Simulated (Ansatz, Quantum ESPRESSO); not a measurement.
# One structure in several programs: AlFeF₅ (Immm, 7 atoms in the cell)

Self-consistent single point.

```
AlFeF5
1.0
   -1.77737     3.08604     3.72423
    1.77737    -3.08604     3.72423
    1.77737     3.08604    -3.72423
Al Fe F
1 1 5
Direct
  0.50000   0.50000   0.00000
  0.00000   0.00000   0.00000
  0.79410   0.50000   0.29410
  0.20590   0.50000   0.70590
  0.25957   0.25957   0.00000
  0.74043   0.74043   0.00000
  0.50000   0.00000   0.50000
```
Moments meant for the start (each program seeds them in its own way; μB, in the order of the atoms Al Fe F F F F F): 0.0 4.0 0.0 0.0 0.0 0.0 0.0.

Shared settings, as Ansatz (a quantum-chemistry and plane-wave program) writes them: kpoints.mp_grid.grid = 2 2 2; scf.occupations.method = fermi_dirac; scf.occupations.width = 0.05 eV. Potentials and cutoffs stand in the table.

| code | model | pressure (GPa) | largest force (eV/Å) | size of the net moment (μB/atom) | cutoff |
|---|---|---|---|---|---|
| Ansatz | PBEsol, PAW files made with PBE | 0.43 | 0.278 | 0.57 | 420 eV |
| Quantum ESPRESSO | PBEsol, GBRV 1.5 ultrasoft (PBESOL) pseudopotentials | 1.16 | 0.339 | 0.57 | 50 Ry |

Size of the force on each atom (eV/Å): Sizes of forces hide their directions.

```tsv
code	Al1	Fe2	F3	F4	F5	F6	F7
Ansatz	0.000	0.000	0.163	0.163	0.278	0.278	0.000
Quantum ESPRESSO	0.000	0.000	0.229	0.229	0.339	0.339	0.000
```

On Ansatz's run: with one magnetic atom in the cell only a parallel order is possible.

The spread over the programs that give each value: pressure within 0.73 GPa; largest force within 0.061 eV/Å; size of the net moment within 0.00 μB/atom.

Ansatz's pressure is given at a fixed set of plane waves, as the other plane-wave codes print theirs; with its correction for the finite basis it is 0.90 GPa (the shift of 0.47 GPa shows how far the cutoff is from converged).

On the base mesh (4 4 4) the same programs gave: Ansatz pressure 0.49 GPa; Quantum ESPRESSO pressure 1.20 GPa, gap on the mesh 0.362 eV.

The starting cell comes from a database of computed structures (which also holds hypothetical and non-ambient phases and stackings), without a prior relaxation at this level.

Keys are those of Ansatz 0.2.
